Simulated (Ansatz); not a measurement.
# Hypothetical zinc blende YSb, pressure series

Start from YSb in the zinc blende structure (space group F-43m, No. 216; a = 6.9513 Å; a hypothetical phase, not in the database extracts checked).

Cell and atoms are relaxed at each pressure.

All numbers come from Ansatz (a program for electronic structure), PBE, PAW, cutoff 420 eV, no spin-orbit coupling.

```json
[
 {"P (GPa)": "-2.01", "V (Å³/atom)": "44.596"},
 {"P (GPa)": "-1.01", "V (Å³/atom)": "43.203"},
 {"P (GPa)": "0.89", "V (Å³/atom)": "41.044"},
 {"P (GPa)": "2.10", "V (Å³/atom)": "39.904"},
 {"P (GPa)": "4.49", "V (Å³/atom)": "38.023"},
 {"P (GPa)": "9.00", "V (Å³/atom)": "35.327"},
 {"P (GPa)": "15.00", "V (Å³/atom)": "32.723"},
 {"P (GPa)": "22.50", "V (Å³/atom)": "30.336"},
 {"P (GPa)": "30.00", "V (Å³/atom)": "28.514"}
]
```

Task: Fit a third-order Birch–Murnaghan equation of state.

Result: Least squares on P(V) = (3B₀/2)[(V₀/V)^(7/3) − (V₀/V)^(5/3)]·[1 + (3/4)(B₀′ − 4)((V₀/V)^(2/3) − 1)] gives V₀ = 41.99 Å³/atom, B₀ = 38 GPa and B₀′ = 3.8.

Between the base and pressure 4.5 GPa the gap moves from 1.46 eV to 1.35 eV, a mean slope of -26 meV/GPa.

Spin-orbit coupling, missing from the scalar runs, can matter with Sb. Load acts through the strain it causes; cell and atoms are relaxed under it. No phonon test of stability was made. Competing high-pressure phases were not computed.
